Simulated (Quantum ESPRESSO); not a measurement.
A user runs Quantum ESPRESSO on HoSb (Fm-3m, 2 atoms in the cell) and asks whether the run is sound. The aim is a self-consistent single point with DFT, PBEsol, plane waves, SSSP 1.1.2 efficiency (PBE) pseudopotentials.

Cell that was meant: a = 4.3570 Å, b = 4.3570 Å, c = 4.3570 Å, α = 60.00°, β = 60.00°, γ = 60.00°.

Part of the input:

```fortran
  occupations = 'smearing',
  smearing = 'gaussian',
  degauss = 0.0073499,
  input_dft = 'pbesol',
/
&ELECTRONS
  conv_thr = 1.0d-9,
```

Log, with long lists cut:

```
     Message from routine setup:
     using ibrav=0 with symmetry is DISCOURAGED, use correct ibrav instead
     G-vector sticks info
   [... lines left out ...]
        k(    1) = (   0.0000000   0.0000000   0.0000000), wk =   0.0027435
        k(    2) = (   0.0785674   0.0785674  -0.0785674), wk =   0.0219479
        k(    3) = (   0.1571348   0.1571348  -0.1571348), wk =   0.0219479
   [... 32 lines left out ...]

     Dense  grid:    53377 G-vectors     FFT dimensions: (  54,  54,  54)

     Smooth grid:    18883 G-vectors     FFT dimensions: (  40,  40,  40)

     Initial potential from superposition of free atoms

     starting charge      34.9957, renormalised to      36.0000
     Self-consistent Calculation

     iteration #  1     ecut=    50.00 Ry     beta= 0.30

     total energy              =   -1004.45467821 Ry
     estimated scf accuracy    <       3.15245768 Ry

     iteration #  2     ecut=    50.00 Ry     beta= 0.30

     total energy              =   -1005.44022766 Ry
     estimated scf accuracy    <      11.70775646 Ry

     iteration #  3     ecut=    50.00 Ry     beta= 0.30

     total energy              =   -1005.97903623 Ry
     estimated scf accuracy    <       0.03343000 Ry

   [... 17 blocks of this kind left out ...]

     iteration # 21     ecut=    50.00 Ry     beta= 0.30

     total energy              =   -1006.00518623 Ry
     estimated scf accuracy    <       0.00000014 Ry

     iteration # 22     ecut=    50.00 Ry     beta= 0.30
     End of self-consistent calculation

     the Fermi energy is    11.1222 ev

!    total energy              =   -1006.00518623 Ry
     estimated scf accuracy    <          3.0E-10 Ry
     smearing contrib. (-TS)   =      -0.01512119 Ry
     internal energy E=F+TS    =   -1005.99006505 Ry

     convergence has been achieved in  22 iterations

     Forces acting on atoms (cartesian axes, Ry/au):

     atom    1 type  1   force =    -0.00000000    0.00000000    0.00000000
     atom    2 type  2   force =     0.00000000    0.00000000   -0.00000000

     Total force =     0.000000     Total SCF correction =     0.000000

          total   stress  (Ry/bohr**3)                   (kbar)     P=      -13.63
  -0.00009263  -0.00000000  -0.00000000          -13.63       -0.00       -0.00
  -0.00000000  -0.00009263  -0.00000000           -0.00      -13.63       -0.00
  -0.00000000  -0.00000000  -0.00009263           -0.00       -0.00      -13.63

   JOB DONE.
```

Is this run sound? If not, what is wrong?

The run is not sound. The fault is no spin polarisation for a cell with magnetic atoms. A run without spin cannot form moments, so any exchange energy of the magnetic state is missed. To fix it, switch spin polarisation on and give starting moments. The run converged in 22 iterations without an error; against the sound input the free energy rises by 1.03 eV/atom, the pressure goes from -1.25 to -1.36 GPa and the net moment of 1.89 μB/atom is absent without spin.

The sound input it was made from differs as follows (other fixes are possible):
```diff
+  nspin = 2,
+  starting_magnetization(1) = 0.190,
```

With that input, the run converged in 29 iterations: free energy E − TS -13689.4655 eV; Fermi level (on the code's own zero) 11.29 eV; pressure -1.25 GPa; size of the cell's spin moment 3.78 μB; site moments (μB, in the program's spheres or projections) Ho 3.68, Sb 0.03 (DFT, PBEsol, plane waves, SSSP 1.1.2 efficiency (PBE) pseudopotentials).

On the sound input: the starting cell comes from a database of computed structures (which also holds hypothetical and non-ambient phases and stackings), without a prior relaxation at this level. With one magnetic atom in the cell only a parallel order is possible. With U or open f shells several self-consistent states can exist. The f electrons are in the valence without U or exact exchange, which can misplace them near the Fermi level. Spin-orbit terms, which matter for f shells, are left out.
